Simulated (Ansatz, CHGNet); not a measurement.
For TaN (model structure, started from the NbAs type, I4₁md, No. 109, 4 atoms in the cell), the machine-learned potential CHGNet-r²SCAN (trained on r²SCAN data) gives:

| Property | Value |
|---|---|
| lattice parameter a | 2.919 Å |
| lattice parameter c | 10.145 Å |

Question: What does r²SCAN in Ansatz (PAW) give for the same quantities?

Answer: 
- lattice constant a: 2.902 Å (drops by 0.6 %)
- lattice parameter c: 10.239 Å (increases by 0.9 %)

Changes are worked out from the printed values.

Unless a cell is named, each level is at its own relaxed cell (CHGNet-r²SCAN 10.80, r²SCAN 10.78 Å³/atom).

Levels without +SOC leave out spin–orbit coupling, which shifts energies and cells of such heavy elements.

Ansatz's density-functional and Hartree–Fock values are scalar-relativistic unless marked +SOC, with PAW data made under PBE.

A model structure was made by putting elements into a prototype or built by hand; it is no filed structure, need not be a known phase, and can be a saddle point held by its symmetry.

Ansatz is a program for electronic structure.
